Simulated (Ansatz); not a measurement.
Candidates (primitive cells; geometry: relaxed with this functional, without spin-orbit coupling):
A. TiRu (Pm-3m), a = b = c = 3.046 Å, α = β = γ = 90.00°
B. CuSn (P6_3/mmc), a = b = 4.120 Å, c = 4.974 Å, α = β = 90.00°, γ = 120.00°
C. Pb (Fm-3m), a = 3.4946 Å, b = 3.4946 Å, c = 3.4946 Å, α = 60.00°, β = 60.00°, γ = 60.00°
D. ReB2 (P6_3/mmc), a = 2.8921 Å, b = 2.8921 Å, c = 7.4481 Å, α = 90.00°, β = 90.00°, γ = 120.00°
E. Cu₂As (P4/nmm), a = 3.7513 Å, b = 3.7513 Å, c = 5.8333 Å, α = 90.00°, β = 90.00°, γ = 90.00°

Question: Rank these by electron-phonon coupling λ (highest first), as PBEsol, DFPT electron-phonon coupling, linearised Boltzmann equation in Ansatz (an electronic-structure program) gives it.

Answer: C (1.08), E (0.43), B (0.32), D (0.22), A (0.139)

Metals; harmonic phonons. Halving the electron mesh moves these values by up to 4 %; q meshes are mostly untested. Some of the runs warned that the eigensolver left states short of its tolerance. Spin-orbit coupling is left out.

Formula and space group known from diffraction (Crystallography Open Database), not checked to be the room-temperature form: Cu2As (P4/nmm), CuSn (P6_3/mmc), ReB2 (P6_3/mmc), TiRu (Pm-3m). The missing spin-orbit coupling matters most for Pb (Fm-3m), ReB2 (P6_3/mmc).
